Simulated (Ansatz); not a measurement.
An Ansatz (an electronic-structure program) run: ZnAu with a change (isotropic strain −1.50 %); DFT with PBEsol, PAW potentials and a 420 eV plane-wave cutoff in Ansatz, no spin-orbit coupling.

Input:

Ansatz 0.2 input:
```yaml
crystal:
  lattice:
    - [3.0816933826, 0, 0]
    - [0, 3.0816933826, 0]
    - [0, 0, 3.0816933826]
  atoms:
    - { symbol: Zn, position: [0.5, 0.5, 0.5] }
    - { symbol: Au, position: [0, 0, 0] }
basis: { ecutwfc: 420, ecutrho_ratio: 4, xc_grid: 2, fft_grid_basis: typed }
kpoints: { mp_grid: { grid: [18, 18, 18] } }
hamiltonian:
  xc: pbesol
  dispersion: none
  pseudopotentials: { kind: paw }
scf: { occupations: { method: fermi_dirac, width: 0.1 }, convergence: { dr2_threshold: 0.0000000002 } }
relax: { f_tol: 0.005, max_steps: 50 }
output: { forces: true, stress: true }
checkpoint: { write: state.ck, write_every: 1000 }
```

Output:

```
Relaxation: its limit of steps is 50 (relax.max_steps)
WARN ansatz: RAYON_NUM_THREADS=1 ignored (pool sized by the plan → 1); use --threads N
Pseudopotentials: kind: paw
Pseudopotential: Zn, paw, valence charge 12
Pseudopotential: Au, paw, valence charge 19
Functional definition: PBEsol
Crystal: 2 atoms, lattice volume = 29.266 Å³
Basis set: ecut = 420 eV, 587 PW (Γ), exchange–correlation on 48×48×48 points (8 copies of the dense FFT grid, shifted against one another)
Bands: 20, of which v1, the nominal top of the filled ones, is band 16 counted from 1 (15 counted from 0)
Symmetry: 48 space group operations
Space group: Pm-3m (ITA 221), of the structure as read, at distance tolerance 3.1e-5 Å
k-points: 220 of 5832
PAW frozen core: Zn, regenerated for the run's functional, and the local potential with it
PAW frozen core: Au, regenerated for the run's functional, and the local potential with it
Initial density: superposition of atomic densities (neutral atoms: chi_scale 0, normalization atom), corrected by the library's trained network
Initial wavefunctions: pseudopotential atomic-orbital guess
Eigensolver: davidson
Functional: x = pbesol(κ = 0.804, μ = 0.12345679012345678), c = pbesol(β = 0.046)
SCF iter   1: F=—  HF=-16288.432047 eV  |F-HF|=—  |Δ(HF+E_count)|=         —  Δρ=5.06e-3  dr2=4.20e-3  ethr=1.77e-3  ⟨swp⟩=5.0  Hψ=18357  notcnv=0
all-band conjugate gradients solve this SCF's bands
preconditioner: auto → none
SCF iter   2: F=—  HF=-16288.431928 eV  |F-HF|=—  |Δ(HF+E_count)|=   1.19e-4  Δρ=1.45e-3  dr2=3.93e-4  ethr=1.36e-5  ⟨swp⟩=2.1  Hψ=8517  notcnv=0
SCF iter   3: F=—  HF=-16288.431788 eV  |F-HF|=—  |Δ(HF+E_count)|=   1.40e-4  Δρ=1.22e-3  dr2=3.00e-4  ethr=1.27e-6  ⟨swp⟩=2.0  Hψ=6922  notcnv=0
SCF iter   4: F=—  HF=-16288.431713 eV  |F-HF|=—  |Δ(HF+E_count)|=   7.50e-5  Δρ=3.86e-4  dr2=1.60e-5  ethr=9.68e-7  ⟨swp⟩=2.1  Hψ=6497  notcnv=0  defer=1
SCF iter   5: F=—  HF=-16288.431711 eV  |F-HF|=—  |Δ(HF+E_count)|=   2.22e-6  Δρ=8.60e-5  dr2=4.85e-7  ethr=5.15e-8  ⟨swp⟩=2.0  Hψ=6671  notcnv=0  defer=1
SCF iter   6: F=—  HF=-16288.431712 eV  |F-HF|=—  |Δ(HF+E_count)|=   1.45e-6  Δρ=1.25e-5  dr2=1.18e-8  ethr=1.57e-9  ⟨swp⟩=2.0  Hψ=7396  notcnv=0  defer=1
SCF iter   7: F=—  HF=-16288.431712 eV  |F-HF|=—  |Δ(HF+E_count)|=   8.47e-9  Δρ=1.96e-6  dr2=3.77e-10  ethr=3.80e-11  ⟨swp⟩=2.0  Hψ=6878  notcnv=0  defer=1
SCF iter   8: F=-16288.431712 eV  HF=-16288.431712 eV  |F-HF|=3.64e-12  |Δ(HF+E_count)|=  5.46e-11  Δρ=4.55e-8  dr2=1.95e-13  ethr=1.00e-12  ⟨swp⟩=4.0  Hψ=15254  notcnv=0
SCF 1 converged in 8 iterations: F = -16288.431712 eV  dr2 = 1.95e-13
relax step   1: F+E_penalty+E_count = -16288.43171232 eV  Δ(F+E_penalty+E_count) = +0.000e0 eV  max|allowed force component| = 4.812e-29 eV/Å  Δτ_max = 0.0000 Å  (8 SCF iters, accepted)
the relaxation is at rest under the 48 symmetry operations that the run kept from its start: a minimum is not shown …
SCF converged after 8 iterations
Free energy (F): -16288.431712 eV
Harris-Foulkes:  -16288.431712 eV  (|F-HF|=3.64e-12)
Internal energy: -16288.416485 eV  (E = F + TS)
E sigma→0 (E₀):  -16288.424099 eV
Entropy (-TS):   -0.015227 eV (-7.613 meV/atom)
Fermi energy:    18.379500 eV
--- Per-component energies (eV) ---
  E_band       = -133.950636
  E_kinetic    = 738.462091
  E_local      = -3118.186737  (includes V_loc(G=0)·N_el)
  E_nonlocal   = 690.053635
  E_hartree    = 1321.496617
  E_xc         = -364.519657
  E_vxc        = -330.129816  (∫ρ·V_xc dr)
  E_paw        = -11354.916108  (= ΣΔE_a)
  E_vpaw       = -757.144033  (= ΣTr[D̂ρ^β])
  E_aug_tail   = 0.000981  (compensation charges beyond the density's cutoff)
  E_ewald      = -4201.914142
  E_core_change = 1.106834  (= ΣΔE_core)
  E_smearing   = -0.015227  (= −TS)
  E_closure    = -0.000000  (closes the sum)
  Σ components = -16288.431712   (vs F -16288.431712, Δ=0.00e0)
  [band-id]    e_kinetic+e_local+e_nonlocal+2·e_hartree+e_vxc+e_vpaw+e_augmentation_tail = -133.950644   (vs E_band -133.950636, Δ=-8.17e-6)
--- Forces (eV/Å), atoms counted from 1 ---
  atom   1  Zn     0.00000000    -0.00000000    -0.00000000
  atom   2  Au    -0.00000000     0.00000000    -0.00000000
  max |Σ_I F_I| component: 6.36e-29 eV/Å
--- Stress (GPa, compression-positive) ---
        7.325610       0.000000       0.000000
       -0.000000       7.325610       0.000000
       -0.000000       0.000000       7.325610
  P = ⅓ Tr σ = 7.3256 GPa (73.256 kbar)
  The stress holds the Pulay correction. Without it, at fixed plane waves, as pw.x and ABINIT print it: P = 7.2235 GPa
  The stress includes an estimate of the error left by incomplete SCF convergence (largest component 0.0000 GPa).
--- Band table ---
  band table: none
--- Relaxed structure (1 steps of the walk, 1 accepted, 0 SCFs on fresh bases) ---
  F+E_penalty+E_count = -16288.43171232 eV   max|allowed force component| = 4.812e-29 eV/Å
  atoms:
    - { symbol: Zn, position: [0.49999999999999994, 0.49999999999999994, 0.49999999999999994] }
    - { symbol: Au, position: [0.0, 0.0, 0.0] }
```

Whether these cells are dynamically stable was not tested. The cell was made from ZnAu in the CsCl type structure (space group Pm-3m, No. 221) by this change: isotropic strain −1.50 %.
